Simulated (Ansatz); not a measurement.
# Cu in the fcc (Cu type) structure (space group Fm-3m, No. 225)

```cif
data_Cu4
_chemical_formula_sum 'Cu4'
_space_group_name_H-M_alt 'Fm-3m'
_space_group_IT_number 225
_space_group_name_Hall '-F 4 2 3'
_cell_length_a 3.56378
_cell_length_b 3.56378
_cell_length_c 3.56378
_cell_angle_alpha 90.000
_cell_angle_beta 90.000
_cell_angle_gamma 90.000
loop_
_atom_site_label
_atom_site_type_symbol
_atom_site_symmetry_multiplicity
_atom_site_Wyckoff_symbol
_atom_site_fract_x
_atom_site_fract_y
_atom_site_fract_z
_atom_site_occupancy
Cu1 Cu 4 a 0.00000 0.00000 0.00000 1
```
(The calculation used a cell of 1 atom; values per cell refer to that cell.)

Computed with plane-wave PAW DFT at the PBEsol level (Ansatz, a first-principles code, 420 eV), no spin-orbit coupling. k-mesh 22×22×22 (Γ-centred); smearing 0.05 eV (Fermi–Dirac).

| Quantity | Value |
|---|---|
| Volume per atom | 11.32 Å³ |
| Density | 9.33 g/cm³ |
| Band gap | zero |
| Total energy | -6588.774 eV/atom (σ→0; compares only within this code and set-up) |

Stability against distortions was not tested. The final runs are not spin-polarised.
